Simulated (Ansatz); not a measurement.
The structure below was relaxed with PBEsol (Ansatz, an electronic-structure program), spin-orbit coupling left out, at pressure −1 GPa.

```xyz
2
Lattice="0.0000 2.5754 2.5754 2.5754 0.0000 2.5754 2.5754 2.5754 0.0000" Properties=species:S:1:pos:R:3 pbc="T T T"
Se     3.8631     3.8631     3.8631
Be     0.0000     0.0000     0.0000
```

Question: Find the space group and the Wyckoff positions.

Answer: Space group F-43m (No. 216); a = b = c = 5.1508 Å, α = β = γ = 90.00°

```json
[
 {"atom": "Se", "site": "4c", "symmetry": "-43m", "x": "0.2500", "y": "0.2500", "z": "0.2500"},
 {"atom": "Be", "site": "4a", "symmetry": "-43m", "x": "0.0000", "y": "0.0000", "z": "0.0000"}
]
```

Question: Describe the coordination.

Answer: The crystal has 8 atoms in its conventional cell. Cell: a = b = c = 5.151 Å, α = β = γ = 90.00°. Se is surrounded by 4 Be at 2.230 Å (tetrahedral). Be sees 4 Se at 2.230 Å (tetrahedral). (Neighbours: up to the widest gap in distance over summed covalent radii, below 1.35, at either atom; cation-cation and far metal-metal contacts left out.)

Load acts through the strain it causes; cell and atoms are relaxed under it. Whether these cells are dynamically stable was not tested. The cell was made from BeSe in the zinc blende structure (space group F-43m, No. 216) by this change: pressure −1 GPa.
